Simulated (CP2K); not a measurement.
A self-consistent single point of AgAu3 (Pm-3m, 4 atoms in the cell) with CP2K.

Method: LDA (Pade form), GPW, DZVP-MOLOPT-SR-GTH basis, GTH-PADE potentials (GTH_POTENTIALS) in CP2K 2026.2.

```
CELL_PARAMETERS angstrom
      4.12163     0.00000     0.00000
      0.00000     4.12163     0.00000
      0.00000     0.00000     4.12163
ATOMIC_POSITIONS crystal
  Ag 0.50000 0.50000 0.50000
  Au 0.50000 0.00000 0.00000
  Au 0.00000 0.50000 0.00000
  Au 0.00000 0.00000 0.50000
```

Reference input (self-consistent single point, DFT LDA (Pade form), GPW, DZVP-MOLOPT-SR-GTH basis, GTH-PADE potentials (GTH_POTENTIALS)): CUTOFF = 500 Ry; REL_CUTOFF = 40 Ry; SMEAR/METHOD = FERMI_DIRAC; ELECTRONIC_TEMPERATURE = 1160.45 K; KPOINTS/SCHEME = MONKHORST-PACK 6 6 6; GAMMA_CENTERED = T; XC_FUNCTIONAL = PADE; Ag/BASIS_SET = DZVP-MOLOPT-SR-GTH; Ag/POTENTIAL = GTH-PADE-q11; Au/BASIS_SET = DZVP-MOLOPT-SR-GTH; Au/POTENTIAL = GTH-PADE-q11; METHOD = GPW. This run's input differs from it in these lines:

```diff
@@ -39,4 +39,3 @@
     &KPOINTS
-      SCHEME MONKHORST-PACK 6 6 6
-      GAMMA_CENTERED T
+      SCHEME MONKHORST-PACK 7 7 7
     &END KPOINTS
```

Output, abridged:

```
 SCF WAVEFUNCTION OPTIMIZATION

  Step     Update method      Time    Convergence         Total energy    Change
     1 NoMix/Diag. 0.30E+00      -     0.51720272      -136.9784568387 -1.37E+02
     2 Broy./Diag. 0.30E+00      -     0.24866171      -140.8674608256 -3.89E+00
     3 Broy./Diag. 0.30E+00      -     0.18817274      -138.1237477956  2.74E+00
     4 Broy./Diag. 0.30E+00      -     0.00289088      -136.8855812525  1.24E+00
     5 Broy./Diag. 0.30E+00      -     0.00545973      -136.8765728844  9.01E-03
     6 Broy./Diag. 0.30E+00      -     0.00017580      -136.8787523187 -2.18E-03
   [... 2 lines left out ...]
     9 Broy./Diag. 0.30E+00      -     0.00000367      -136.8799376375 -6.79E-05
    10 Broy./Diag. 0.30E+00      -     0.00000041      -136.8799318126  5.82E-06
    11 Broy./Diag. 0.30E+00      -     0.00000018      -136.8799290154  2.80E-06
    12 Broy./Diag. 0.30E+00      -     0.00000002      -136.8799292630 -2.48E-07
  *** SCF run converged in    12 steps ***

  Overlap energy of the core charge distribution:               0.00000001580474
  Self energy of the core charge distribution:               -233.44329631480912
  Core Hamiltonian energy:                                     74.65709466687528
  Hartree energy:                                              43.16578681152097
  Exchange-correlation energy:                                -21.25776725644638
  Electronic entropic energy:                                  -0.00174718593710
  Fermi energy:                                                 0.32699171436962

  Total energy:                                              -136.87992926298310
  Total energy (extrapolated to T->0):                       -136.87905567001454

                     Mulliken Population Analysis

   [... lines left out ...]

 STRESS| Analytical stress tensor [bar]
 STRESS|                        x                   y                   z
 STRESS|      x       -4.78552552617E+04   2.79773260983E-05   2.79739379416E-05
 STRESS|      y        2.79773260983E-05  -4.78554482065E+04   2.79748006465E-05
 STRESS|      z        2.79739379416E-05   2.79748006465E-05  -4.78553613962E+04
 STRESS| 1/3 Trace                                            -4.78553549548E+04
```

The run converged in 12 iterations. Against the reference run the free energy falls by 1.5 meV/atom and the pressure moves little (-4.75 to -4.79 GPa).

The starting cell comes from a database of computed structures (which also holds hypothetical and non-ambient phases and stackings), without a prior relaxation at this level. Values carry the incompleteness of an atom-centred basis. With a pressure of about -5 GPa the cell is away from its equilibrium volume at this level.

Cost on one core of a shared machine: roughly 60 s.
